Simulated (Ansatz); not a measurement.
**Pressure series in WSe2**

The reference is WSe2 in the 2H-MoS2 type structure (space group P6_3/mmc, No. 194; a = 3.279 Å, c = 12.786 Å; layered, stacked along the Cartesian z axis).

Cell and atoms are relaxed at each pressure.

Level of theory: DFT with PBE-D3(BJ), PAW potentials and a 420 eV plane-wave cutoff in Ansatz (a first-principles code), no spin-orbit coupling.

Two rows of this table had their results exchanged by mistake.

```json
[
 {"pressure": "pressure −2 GPa", "volume per atom (Å³)": "21.05", "shortest distance (Å)": "2.543", "band gap": "1.08 eV"},
 {"pressure": "pressure −1 GPa", "volume per atom (Å³)": "20.31", "shortest distance (Å)": "2.538", "band gap": "0.95 eV"},
 {"pressure": "pressure 3 GPa", "volume per atom (Å³)": "18.91", "shortest distance (Å)": "2.523", "band gap": "0.71 eV"},
 {"pressure": "pressure 7 GPa", "volume per atom (Å³)": "18.09", "shortest distance (Å)": "2.510", "band gap": "0.56 eV"},
 {"pressure": "pressure 15 GPa", "volume per atom (Å³)": "12.59", "shortest distance (Å)": "2.370", "band gap": "zero"},
 {"pressure": "pressure 30 GPa", "volume per atom (Å³)": "15.61", "shortest distance (Å)": "2.458", "band gap": "zero"},
 {"pressure": "pressure 50 GPa", "volume per atom (Å³)": "14.40", "shortest distance (Å)": "2.426", "band gap": "zero"},
 {"pressure": "pressure 75 GPa", "volume per atom (Å³)": "13.35", "shortest distance (Å)": "2.395", "band gap": "zero"},
 {"pressure": "pressure 100 GPa", "volume per atom (Å³)": "16.97", "shortest distance (Å)": "2.489", "band gap": "0.33 eV"}
]
```

Q: Which two?

A: The rows for pressure 15 GPa and pressure 100 GPa: the volume has to fall steadily with pressure, so 16.97 Å³ belongs to pressure 15 GPa and 12.59 Å³ to pressure 100 GPa.

The mesh was chosen for an insulator and is coarse for the gapless case. With W present, leaving out spin-orbit coupling can change the band edges. Load acts through the strain it causes; cell and atoms are relaxed under it. No phonon test of stability was made. Competing high-pressure phases were not computed. All final runs are without spin polarisation. A zero or small gap of WSe2 under pressure 30 GPa and WSe2 under pressure 50 GPa can be the functional's error rather than a property of the material.
